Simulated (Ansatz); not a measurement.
**Effect of pressure −1 GPa on PtSb2**

Consider PtSb₂ (space group Pa-3, No. 205; a = 6.4631 Å).

Perturbation: a negative pressure, −1 GPa.

Computed with DFT with PBEsol, PAW potentials and a 420 eV plane-wave cutoff in Ansatz (an electronic-structure program), without spin-orbit coupling. Γ-centred 6×6×6 mesh, Fermi–Dirac width 0.05 eV.

| quantity | base | changed | shift |
|---|---|---|---|
| volume per atom | 22.50 Å³ | 22.69 Å³ | +0.19 Å³ |
| density | 10.79 g/cm³ | 10.70 g/cm³ | -0.09 g/cm³ |
| shortest interatomic distance | 2.679 Å | 2.686 Å | +0.0077 Å |
| band gap | zero | zero | – |

Spin-orbit coupling, missing from the scalar runs, can matter with Pt and Sb. Load acts through the strain it causes; cell and atoms are relaxed under it. Stability against distortions was not tested. The final runs are not spin-polarised. The zero or small gap of PtSb2 can change with the level of theory.
